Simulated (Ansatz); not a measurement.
The reference is CdTe in the zinc blende structure (space group F-43m, No. 216; a = 6.489 Å).

Method: Ansatz (a program for electronic structure) PBEsol, no spin-orbit coupling.

Before the change:

```
Item                                     Value
-----------------------------  ---------------
Gap character                      direct at Γ
Electron mass                  0.055 mₑ (at Γ)
Shortest interatomic distance       5.310 bohr
```

Perturbation: S takes the place of Te on all its sites; the structure is relaxed again.

Task: Estimate the effect on the gap character, electron mass and shortest interatomic distance.

Result: The gap character is still direct at Γ; the electron mass goes from 0.055 mₑ (at Γ) to 0.11 mₑ (at Γ); the shortest interatomic distance falls by 0.544 bohr to 4.766 bohr.

Spin-orbit coupling, missing from the scalar runs, can matter with Te. Effective masses come from finite differences of ±0.01 Å⁻¹. Stability against distortions was not tested.
